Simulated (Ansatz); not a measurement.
## How far PBE and PBEsol part for hypothetical P6_3mc GeSe, 1 layer

The parent structure is GeSe in the wurtzite structure (space group P6_3mc, No. 186; a = 4.790 Å, c = 5.862 Å; a hypothetical phase, not in the database extracts checked). Axes: x lies along a and z along c of the hexagonal cell.

(Cell as relaxed with PBE.)

Levels (all Ansatz, a quantum-chemistry and plane-wave program, PAW, earlier PAW set): PBE (420 eV, without spin-orbit coupling); PBEsol (420 eV, no spin-orbit coupling).

Each level relaxes its own structure.

| base | PBE | PBEsol |
|---|---|---|
| volume per atom | 29.12 Å³ | 27.31 Å³ |
| lattice parameter a | 4.790 Å | 4.710 Å |
| band gap | 0.92 eV | 0.54 eV |

One thing is altered: a free-standing slab of 1 layer (4 atoms, 4 a layer) is cut normal to the y axis, with 15 Å of vacuum and the in-plane cell held at bulk.

```tsv
quantity	PBE	PBEsol
smallest direct gap	1.67 eV	1.59 eV
shift of the gap caused by the change	+0.28 eV	+0.53 eV
band gap	1.21 eV	1.07 eV
gap character	indirect, Γ–X (75 % along) → Z	indirect, Γ–X (75 % along) → Z
shortest interatomic distance	2.463 Å	2.454 Å
```

PBE's smallest direct gap lies 0.08 eV above PBEsol's; PBE's shift of the gap caused by the change lies 0.25 eV below PBEsol's; PBE's band gap lies 0.133 eV above PBEsol's; PBE's shortest interatomic distance lies 0.0083 Å above PBEsol's (0.3 %); the two agree on the gap character. Neither level is exact; PBEsol is the comparison here, not a measurement.

Whether these cells are dynamically stable was not tested. k-point labels follow each cell's own Brillouin zone.
